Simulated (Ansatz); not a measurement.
**Sc in the hcp (Mg type) structure (space group P6_3/mmc, No. 194)**

Sc is taken in the hexagonal space group P6₃/mmc (No. 194), the hcp (Mg type) structure, Pearson symbol hP2. Cell: a = 3.2770 Å, b = 3.2770 Å, c = 5.0858 Å, α = 90.00°, β = 90.00°, γ = 120.00°. Sc on 2d sees 12 Sc at 3.170–3.277 Å (anticuboctahedral). (Neighbours: up to the widest gap in distance over summed covalent radii, below 1.35, at either atom.)

All numbers come from DFT with PBEsol, PAW potentials and a 420 eV plane-wave cutoff in Ansatz (a quantum-chemistry and plane-wave program), no SOC. k-mesh 16×16×9 (Γ-centred); smearing 0.05 eV (Fermi–Dirac).

The volume per atom is 23.65 Å³, the density is 3.16 g/cm³ and the band gap is zero. The total energy is -2111.369 eV/atom (σ→0; compares only within this code and set-up).

No phonon test of stability was made. All final runs are without spin polarisation.
